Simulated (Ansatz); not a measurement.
The reference is Mo in the bcc (W type) structure (space group Im-3m, No. 229; a = 3.112 Å; relaxed with 0.1 eV smearing).

Calculations: DFT with LDA, PAW potentials and a 420 eV plane-wave cutoff in Ansatz (an electronic-structure program), no SOC.

Strains are applied to the cell and any free atomic positions relax.

One change was made to it. Results:

The pressure goes from zero to 32.2 GPa; the energy increases by 122 meV/atom.

Task: Which of these changes matches the shifts?
(A) isotropic strain −3.00 %
(B) isotropic strain −0.50 %
(C) isotropic strain −1.50 %
(D) isotropic strain +1.50 %
(E) isotropic strain −2.00 %

Result: A, isotropic strain −3.00 %. For comparison, the energy relative to the base in the other runs: isotropic strain −1.50 % gives +29 meV/atom; isotropic strain −2.00 % gives +53 meV/atom; isotropic strain −0.50 % gives +3.1 meV/atom; isotropic strain +1.50 % gives +27 meV/atom.

No phonon test of stability was made. The final runs are not spin-polarised.
